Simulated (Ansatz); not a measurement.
Consider the following.

```xyz
6
Lattice="3.2791 0.0000 0.0000 -1.6395 2.8397 0.0000 0.0000 0.0000 12.7861" Properties=species:S:1:pos:R:3 pbc="T T T"
W      0.0000     1.8932     3.1965
W      1.6395     0.9466     9.5895
Se     0.0000     1.8932     7.9069
Se     1.6395     0.9466     1.5139
Se     1.6395     0.9466     4.8791
Se     0.0000     1.8932    11.2722
```

No spin polarisation.

Hole doping at 2.0×10^21 cm⁻³ (0.238 per cell), with a uniform compensating background at fixed cell and a 300 K Fermi–Dirac width.

All numbers come from PBE-D3(BJ) (Ansatz, a quantum-chemistry and plane-wave program, PAW, no SOC). Settings: 16×16×4 k-points, 0.0259 eV Fermi–Dirac smearing.

Problem. Predict the gap character and Fermi level from band edge.

Solution. The gap character is indirect, Γ → K–Γ (47 % along). The Fermi level relative to the doped band's edge (positive inside the band; to 0.05 eV) is +0.45 eV.

Charged cell with a jellium background: band edges are those of the host's band count, energies are not comparable with the neutral cell, and many-body gap narrowing is missing. With W present, leaving out spin-orbit coupling can change the band edges. Stability against distortions was not tested. The cell was made from WSe₂ in the 2H-MoS2 type structure (space group P6_3/mmc, No. 194; layered, stacked along the Cartesian z axis) by this change: holes 2.0×10^21 cm⁻³.
